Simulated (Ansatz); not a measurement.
**The (100) surface of beta tin in its 1x1 cell, outermost plane spacing 2.97 Å in the ideal cut**

The numbers are results of r2SCAN, at the PBE geometry (plane waves to 500 eV, PAW; Ansatz, an electronic-structure program), not measurements.

Slab: 10 atoms, 11.9 Å thick at the start; k 12x7x1, smearing 0.1 eV, dipole-corrected; single point; on the structure that PBE left under its start's symmetry; no spin, no spin-orbit, no U.

| Item | Value |
|---|---|
| surface energy (mean of both faces) | 0.51 J/m² |
| work function of the top face | 4.21 eV |
| cost | very roughly 3 core-minutes |
